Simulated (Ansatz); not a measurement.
Hypothetical CdI2 type SiO2: thickness series

The reference is SiO₂ in the CdI2 type structure (space group P-3m1, No. 164; a hypothetical phase, not in the database extracts checked; layered, stacked along the Cartesian z axis).

```cif
data_O2Si
_chemical_formula_sum 'Si1 O2'
_space_group_name_H-M_alt 'P 1'
_space_group_IT_number 1
_cell_length_a 2.68651
_cell_length_b 2.68651
_cell_length_c 4.60119
_cell_angle_alpha 90.000
_cell_angle_beta 90.000
_cell_angle_gamma 120.000
loop_
_space_group_symop_operation_xyz
  'x, y, z'
loop_
_atom_site_label
_atom_site_type_symbol
_atom_site_fract_x
_atom_site_fract_y
_atom_site_fract_z
_atom_site_occupancy
Si1 Si 0.00000 0.00000 0.00000 1
O1 O 0.66667 0.33333 0.19900 1
O2 O 0.33333 0.66667 0.80100 1
```

Free-standing slabs (3 atom(s) a layer) normal to the stacking axis with 15 Å of vacuum; in-plane cell relaxed.

Levels (all Ansatz, a first-principles code, PAW): PBE-D3(BJ) (420 eV, no spin-orbit coupling); r2SCAN+rVV10 (500 eV, no spin-orbit coupling).

The base cell above is that of PBE-D3(BJ); each level relaxes its own structures.

| case | shift of the gap caused by the change, PBE-D3(BJ) | shift of the gap caused by the change, r2SCAN+rVV10 |
|---|---|---|
| 1 layer | +0.56 eV | ___ |
| 2 layers | +0.29 eV | ___ |
| 3 layers | +0.18 eV | +0.22 eV |

Complete the table.


- 1 layer, shift of the gap caused by the change, r2SCAN+rVV10: +0.70 eV
- 2 layers, shift of the gap caused by the change, r2SCAN+rVV10: +0.37 eV

PBE-D3(BJ) lies below r2SCAN+rVV10 in every row, by 0.05 eV to 0.14 eV. They put the cases in the same order.

Whether these cells are dynamically stable was not tested.
